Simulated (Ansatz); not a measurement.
The starting structures come from a database of crystals and need not be the phases stable at ambient conditions.

Given:

```xyz
5
Lattice="4.4365 0.0000 0.0000 0.0000 10.7701 0.0000 2.2183 0.0000 3.8422" Properties=species:S:1:pos:R:3 pbc="T T T"
La     4.4365     3.7028     2.5614
La     2.2183     7.0672     1.2807
Ge     0.0000     5.3850     0.0000
I      2.2183     1.6555     1.2807
I      4.4365     9.1146     2.5614
```

The cell was relaxed by PBE-D3(BJ).

Transport runs along the normal of the first two printed cell vectors, the (100) plane of the conventional cell.

No gap correction and no spin-orbit coupling; mid-gap is the computed energy nearest the middle.

Task: Predict the band gap and the smallest decay constant κ at mid-gap from PBEsol (Ansatz, an electronic-structure program).

Result: Gap 0.22 eV on a 8×4×8 mesh; κ = 0.046 1/Å, at (0.500, 0.000) of the in-plane reciprocal vectors. At the zone centre the slowest state has κ = 0.10 1/Å.
